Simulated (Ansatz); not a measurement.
**AlRu2C (space group P6_3/mmc, No. 194; a hypothetical phase, not in the database extracts checked)**

```xyz
8
Lattice="2.9034 0.0000 0.0000 -1.4517 2.5144 0.0000 0.0000 0.0000 13.3670" Properties=species:S:1:pos:R:3 pbc="T T T"
Al     1.4517     0.8381     3.3417
Al     0.0000     1.6763    10.0252
Ru     0.0000     1.6763     5.4124
Ru     1.4517     0.8381     7.9546
Ru     1.4517     0.8381    12.0959
Ru     0.0000     1.6763     1.2711
C      0.0000     0.0000     6.6835
C      0.0000     0.0000     0.0000
```

Level of theory: PBE, PAW, 420 eV (Ansatz, a first-principles code; no spin-orbit coupling). k-mesh 18×18×4 (Γ-centred); smearing 0.05 eV (Fermi–Dirac).

| Property | Result |
|---|---|
| Volume per atom | 12.20 Å³ |
| Density | 8.21 g/cm³ |
| Band gap | zero |
| Total energy | -3136.391 eV/atom (σ→0; compares only within this code and set-up) |

Whether these cells are dynamically stable was not tested. The final runs are not spin-polarised. AlRu2C has a high density of states at the Fermi level and may be magnetic at this level.
